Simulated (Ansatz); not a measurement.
**How far to go with the k-point mesh: SrAg5 (P6mm, 6 atoms in the cell)**

```
SrAg5
1.0
    5.72758     0.00000     0.00000
   -2.86379     4.96023     0.00000
    0.00000     0.00000     4.61871
Sr Ag
1 5
Direct
  0.00000   0.00000   0.01083
  0.66667   0.33333   0.00000
  0.33333   0.66667   0.00000
  0.50000   0.00000   0.50000
  0.50000   0.50000   0.50000
  0.00000   0.50000   0.50000
```

Computed with PBEsol, default PAW files made with PBE (plane waves; Ansatz, an electronic-structure program).

Base settings: basis.ecutwfc = 420 eV; kpoints.mp_grid.grid = 7 7 7; hamiltonian.xc = pbesol; hamiltonian.pseudopotentials = {kind: paw} (the program's default PAW files); scf.occupations.method = gaussian; scf.occupations.width = 0.1 eV.

Only quantities that move along the ladder and can be compared are tabulated.

The count of work is k-points × plane waves × bands × iterations; it is no time. Core times come from one kind of shared machine, to one figure; runs under 30 s give none.

The starting cell comes from a database of computed structures (which also holds hypothetical and non-ambient phases and stackings), without a prior relaxation at this level. Its lattice was rescaled by up to half a per cent. One atom was moved a little off its site on purpose. In the base run, with a pressure of about -3 GPa the cell is away from its equilibrium volume at this level. Ansatz's pressure includes its estimate of the finite-basis (Pulay) stress.

```csv
kpoints.mp_grid.grid,free energy less the last step's (meV/atom),pressure (GPa),largest difference of a force vector from the last step's (eV/Å),count of work / last,core time / last (rough)
1 1 1,1161.57,5.91,0.030,0.0094,–
2 2 2,-1.70,-2.18,0.017,0.019,–
2 2 3,143.10,-1.88,0.010,0.019,–
3 3 4,36.31,-3.02,0.009,0.037,–
4 4 5,22.65,-2.95,0.003,0.049,–
5 5 6,10.61,-3.21,0.002,0.082,–
7 7 7,1.30,-3.22,0.002,0.15,–
7 7 8,3.14,-3.21,0.001,0.16,–
9 9 9,2.03,-3.24,0.001,0.25,0.2
11 11 11,0.26,-3.23,0.001,0.40,0.3
13 13 14,0.18,-3.24,0.000,0.69,0.5
15 15 16,0.00,-3.25,0.000,1.0,1
```

Coarsest kpoints.mp_grid.grid that holds the pressure within 0.05 GPa of the last step, with all finer ones: 5 5 6, at 0.082 of the last step's count of work; the step before is off by 0.30 GPa.

Coarsest kpoints.mp_grid.grid that holds the free energy within 5 meV/atom of the last step, with all finer ones: 7 7 7, at 0.15 of the last step's count of work; the step before is off by 11 meV/atom.

Coarsest kpoints.mp_grid.grid that holds the forces within 0.005 eV/Å of the last step, with all finer ones: 4 4 5, at 0.049 of the last step's count of work; the step before is off by 0.009 eV/Å.

Keys are those of Ansatz 0.2.
